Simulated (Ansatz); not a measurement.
Take MgO in the rock salt structure (space group Fm-3m, No. 225; a = 4.1592 Å) as the base. Axes: x, y, z lie along the cube axes.

All numbers come from LDA/PAW in Ansatz (a quantum-chemistry and plane-wave program), scalar-relativistic without spin-orbit coupling.

Before the change:

- Band gap: 5.03 eV
- Gap character: direct at Γ

It is then changed as follows: the cell is compressed by 2.00 % along z with no lateral relaxation; the atoms relax in the strained cell.

### Question
Predict the new band gap.

### Answer
The band gap goes up by 0.191 eV, from 5.03 eV to 5.23 eV.

### Question
Estimate the effect on the energy relative to the base.

### Answer
The energy rises by 4.0 meV/atom.

### Question
What happens to the gap character?

### Answer
The gap character stays direct at Γ.

### Question
How does this affect the stress?

### Answer
The stress (xx, yy, zz, yz, xz, xy; compression positive) comes out as (1.98, 1.98, 7.37, 0.00, 0.00, 0.00) GPa.

Whether these cells are dynamically stable was not tested. Labels are those of the standard path for the cell's own space group.
